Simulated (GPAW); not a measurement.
**Converging the k-point mesh: Sb (Pm-3m, 1 atom in the cell)**

```
Sb
1.0
    3.07409     0.00000     0.00000
    0.00000     3.07409     0.00000
    0.00000     0.00000     3.07409
Sb
1
Direct
  0.00000   0.00000   0.00000
```

Method: PBEsol, GPAW PAW datasets PBEsol (made by gpaw-setup) (plane waves; GPAW 25.7.0).

Base settings: mode = pw; ecut = 550 eV; xc = PBEsol; kpts = 9 9 9; mesh shift (steps) = 0 0 0; occupations.name = methfessel-paxton; occupations.width = 0.1 eV; occupations.order = 0; nbands = -5; symmetry.symmorphic = false.

The second cell is the first with its lattice scaled by 0.98.

Only quantities that move along the ladder and can be compared are tabulated.

The count of work is k-points × plane waves × bands × iterations; it is no time. Core times come from one kind of shared machine, to one figure; runs under 30 s give none.

The starting cell comes from a database of computed structures (which also holds hypothetical and non-ambient phases and stackings), without a prior relaxation at this level. Its lattice was rescaled by up to half a per cent.

Steps (kpts): 2 2 2; 3 3 3; 4 4 4; 5 5 5; 6 6 6; 7 7 7; 8 8 8; 9 9 9; 10 10 10; 11 11 11; 13 13 13; 14 14 14; 17 17 17; 19 19 19; 21 21 21; 23 23 23; 26 26 26; 28 28 28; 31 31 31; 35 35 35.

**Question.** What is the coarsest kpts that holds the energy of the compressed cell less the first within 1 meV/atom of the last step, with all finer ones?

**Answer.** 23 23 23, at 0.32 of the last step's count of work and about 0.3 of the last step's time; the step before is off by 1.1 meV/atom.

**Question.** What is the coarsest kpts that holds the pressure within 0.05 GPa of the last step, with all finer ones?

**Answer.** 28 28 28; the step before is off by 0.06 GPa.

**Question.** What is the coarsest kpts that holds the free energy within 5 meV/atom of the last step, with all finer ones?

**Answer.** 14 14 14, at 0.12 of the last step's count of work; the step before is off by 13 meV/atom.

| kpts | free energy less the last step's (meV/atom) | energy of the compressed cell less the first (meV/atom) | pressure (GPa) | count of work / last | core time / last (rough) |
|---|---|---|---|---|---|
| 2 2 2 | -2026.96 | -15.59 | -4.14 | 0.0035 | – |
| 3 3 3 | 367.50 | 3.09 | -1.66 | 0.0041 | – |
| 4 4 4 | 377.18 | -0.97 | -2.07 | 0.0088 | – |
| 5 5 5 | 97.69 | 13.50 | -0.93 | 0.0079 | – |
| 6 6 6 | -22.42 | 8.94 | -0.96 | 0.018 | – |
| 7 7 7 | -28.85 | 10.38 | -1.21 | 0.019 | – |
| 8 8 8 | 16.71 | 14.86 | -0.78 | 0.031 | – |
| 9 9 9 | -1.22 | 4.15 | -1.58 | 0.039 | – |
| 10 10 10 | -11.88 | 7.42 | -1.41 | 0.049 | – |
| 11 11 11 | 19.82 | 11.03 | -0.91 | 0.054 | – |
| 13 13 13 | -13.45 | 9.25 | -1.27 | 0.074 | – |
| 14 14 14 | -2.67 | 8.98 | -1.18 | 0.12 | – |
| 17 17 17 | 2.32 | 8.31 | -1.21 | 0.14 | 0.2 |
| 19 19 19 | -0.54 | 10.39 | -1.14 | 0.19 | 0.2 |
| 21 21 21 | -3.06 | 7.93 | -1.35 | 0.25 | 0.3 |
| 23 23 23 | 2.43 | 8.72 | -1.21 | 0.32 | 0.3 |
| 26 26 26 | -1.72 | 8.30 | -1.29 | 0.54 | 0.5 |
| 28 28 28 | 0.49 | 8.65 | -1.23 | 0.60 | 0.7 |
| 31 31 31 | -0.60 | 8.91 | -1.24 | 0.78 | 0.8 |
| 35 35 35 | 0.00 | 9.02 | -1.23 | 1.0 | 1 |

The energy difference between the two cells stays within 1 meV/atom of the last step's from 23 23 23 on, the total only from 28 28 28 on: much of the error is common to both cells and cancels.
